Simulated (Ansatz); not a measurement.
## Al: response to strain

Consider Al in the fcc (Cu type) structure (space group Fm-3m, No. 225; a = 3.984 Å; relaxed with 0.1 eV smearing). Axes: x, y, z lie along the cube axes.

Strains are applied to the cell and any free atomic positions relax; under biaxial strain the out-of-plane vector relaxes too.

All numbers come from LDA (Ansatz, a first-principles code), spin-orbit coupling left out.

Notes on the quantities. energy relative to the base: free energy F; in-plane stress: mean in-plane stress (compression positive).

```tsv
variant	shortest interatomic distance	energy relative to the base	in-plane stress	ratio −ε⊥/ε∥
base	281.7 pm	0 meV/atom	–	–
biaxial strain −2.50 %, plane normal [111], relaxed out of plane	274.7 pm	+9.0 meV/atom	+4.1 GPa	0.95
biaxial strain −2.08 %, plane normal [111], relaxed out of plane	275.8 pm	+6.0 meV/atom	+3.2 GPa	0.97
biaxial strain −1.67 %, plane normal [111], relaxed out of plane	277.0 pm	+3.7 meV/atom	…	1.00
biaxial strain −1.25 %, plane normal [111], relaxed out of plane	278.2 pm	+2.0 meV/atom	+1.7 GPa	1.03
biaxial strain −0.83 %, plane normal [111], relaxed out of plane	279.4 pm	+0.9 meV/atom	…	1.04
biaxial strain +0.83 %, plane normal [111], relaxed out of plane	280.9 pm	+0.8 meV/atom	-1.0 GPa	1.01
biaxial strain +1.67 %, plane normal [111], relaxed out of plane	280.2 pm	+3.1 meV/atom	-1.9 GPa	0.97
biaxial strain +2.08 %, plane normal [111], relaxed out of plane	280.0 pm	+4.8 meV/atom	-2.3 GPa	0.95
biaxial strain +2.50 %, plane normal [111], relaxed out of plane	279.8 pm	+6.9 meV/atom	-2.7 GPa	0.92
```

Question: What belongs in the blanks?

Answer: 
- biaxial strain −1.67 %, plane normal [111], relaxed out of plane, in-plane stress: +2.4 GPa
- biaxial strain −0.83 %, plane normal [111], relaxed out of plane, in-plane stress: +1.1 GPa

Stability against distortions was not tested.
